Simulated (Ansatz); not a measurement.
**Response to strain in TiAl**

Consider TiAl (space group P4/mmm, No. 123; a = 2.796 Å, c = 4.038 Å; relaxed with 0.1 eV smearing). Axes: x, y, z lie along a, b, c of the conventional cell.

Strains are applied to the cell and any free atomic positions relax.

Method: PBEsol (Ansatz, an electronic-structure program; PAW; 420 eV plane waves; no SOC).

Notes on the quantities. energy relative to the base: free energy F.

```csv
uniaxial strain ε_xx (%),energy relative to the base (meV/atom)
-3,9.8
-2.5,?
-2,4.3
-1.5,2.4
-1,1.0
-0.5,0.3
0,0.0
```

Problem. Fit ΔE = Aε² + Bε³ (ε in %) to the rows shown and predict the withheld row.

Solution. Least squares on the printed values gives A = 1.04 and B = -0.018 meV/atom (largest residual 0.1 meV/atom); this predicts 6.8 meV/atom, and the run gives 6.7 meV/atom, in agreement.

Whether these cells are dynamically stable was not tested. The final runs are not spin-polarised.
